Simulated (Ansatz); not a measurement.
**fluorite-type CoSi2 (1 1 1) on zinc-blende InP (1 1 1) (film strained to the substrate, faces as cut)**

A periodic stack without vacuum, fluorite-type CoSi2 (1 1 1) on zinc-blende InP (1 1 1) (film strained to the substrate, faces as cut): substrate slab In12P12, film Co12Si24, surface cells [[-2, 1], [-1, -1]] and [[2, 0], [0, 2]], film strained by -3.7 and -3.7 %, faces P/In and Si/Si as cut (like faces can put a slab off its formula).

The start was prepared with a machine-learned potential, and the result is one local minimum, with the in-plane cell held and forces under 0.04 eV/Å; the film can end far from its bulk form.

Computed with PBE (plane waves to 420 eV, PAW; Ansatz, a first-principles code). Spin–orbit coupling is left out; the runs are not spin-polarised; PBE gaps are too small against experiment. Its k-point mesh 4×4×1, Fermi–Dirac width 0.05 eV.

* **interface area**: 46.1 Å²
* **period**: 23.85 Å
* **gaps between the outermost planes at the two interfaces**: 1.87 and 1.17 Å
* **P–Si contacts across the interfaces within 1.22 times the sum of covalent radii**: 9, mean 2.45 Å
* **In–Si contacts across the interfaces within 1.22 times the sum of covalent radii**: 8, mean 2.87 Å
* **Co–In contacts across the interfaces within 1.22 times the sum of covalent radii**: 3, mean 2.64 Å
* **Co–P contacts across the interfaces within 1.22 times the sum of covalent radii**: 3, mean 2.22 Å

```
CoInPSi2
1.0
    7.29923    -0.00029    -0.06275
    3.64940     6.32113    -0.09276
   -3.55761    -2.17596    23.90600
In P Co Si
12 12 12 24
Direct
  0.68698   0.83933   0.12973
  0.34836   0.50932   0.13487
  0.00758   0.18027   0.12650
  0.72754   0.55967   0.27680
  0.40284   0.22691   0.27521
  0.05755   0.90688   0.27614
  0.77963   0.29071   0.43172
  0.44138   0.95240   0.41673
  0.10845   0.61736   0.41398
  0.77000   0.88496   0.55682
  0.36553   0.84422   0.55688
  0.32582   0.28745   0.55665
  0.80717   0.85806   0.03085
  0.30407   0.34857   0.03012
  0.79865   0.37484   0.03189
  0.69196   0.52444   0.16845
  0.36044   0.18294   0.16619
  0.02693   0.86298   0.16751
  0.74193   0.24751   0.31883
  0.40710   0.91099   0.31009
  0.07390   0.57640   0.30705
  0.79401   0.94884   0.45735
  0.43708   0.64713   0.45762
  0.13399   0.30663   0.45737
  0.34749   0.38622   0.66606
  0.35915   0.87508   0.66661
  0.85766   0.38543   0.67392
  0.85935   0.88649   0.66641
  0.07271   0.09793   0.80432
  0.06434   0.60771   0.80402
  0.56642   0.10075   0.80113
  0.56240   0.59884   0.80404
  0.76623   0.82224   0.93752
  0.78407   0.31008   0.93927
  0.27951   0.82128   0.94452
  0.28157   0.32491   0.93705
  0.69289   0.69118   0.63822
  0.68023   0.21859   0.63779
  0.17860   0.70443   0.63544
  0.16499   0.20559   0.63811
  0.53180   0.56179   0.70632
  0.53412   0.06318   0.70285
  0.03255   0.56984   0.70621
  0.04047   0.06139   0.70645
  0.38355   0.42028   0.76543
  0.39124   0.91693   0.76595
  0.88885   0.42176   0.76981
  0.88811   0.92385   0.76569
  0.24562   0.28528   0.83947
  0.24581   0.78381   0.84414
  0.74925   0.27796   0.84028
  0.74051   0.78215   0.83956
  0.10548   0.13668   0.90147
  0.09285   0.64581   0.90119
  0.59885   0.13776   0.89927
  0.59569   0.63298   0.90106
  0.96274   0.99273   0.97776
  0.95761   0.50417   0.97967
  0.44806   0.00304   0.98102
  0.45748   0.50965   0.97997
```
